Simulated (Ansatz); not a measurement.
The reference is HfSi2 (space group Cmcm, No. 63).

```xyz
6
Lattice="1.8251 -7.1748 0.0000 1.8251 7.1748 0.0000 0.0000 0.0000 3.6352" Properties=species:S:1:pos:R:3 pbc="T T T"
Si     1.8251    -6.3822     2.7264
Si     1.8251     6.3822     0.9088
Si     1.8251     3.5894     2.7264
Si     1.8251    -3.5894     0.9088
Hf     1.8251    -1.5030     2.7264
Hf     1.8251     1.5030     0.9088
```

The values are results of DFT with PBEsol, PAW potentials and a 420 eV plane-wave cutoff in Ansatz (an electronic-structure program), without spin-orbit coupling, not measurements.

One change was made to it. Results:

The shortest interatomic distance drops by 0.093 Å, from 2.412 Å to 2.319 Å; the density rises by 2.91 g/cm³, from 8.19 g/cm³ to 11.10 g/cm³; the band gap remains zero.

Question: What was done to the base?
A. pressure 15 GPa
B. pressure 75 GPa
C. pressure −1 GPa

Answer: B, pressure 75 GPa. For comparison, the shortest interatomic distance in the other runs: pressure −1 GPa gives 2.414 Å; pressure 15 GPa gives 2.378 Å.

Load acts through the strain it causes; cell and atoms are relaxed under it. Stability against distortions was not tested. No other phases were tried under pressure. The final runs are not spin-polarised.
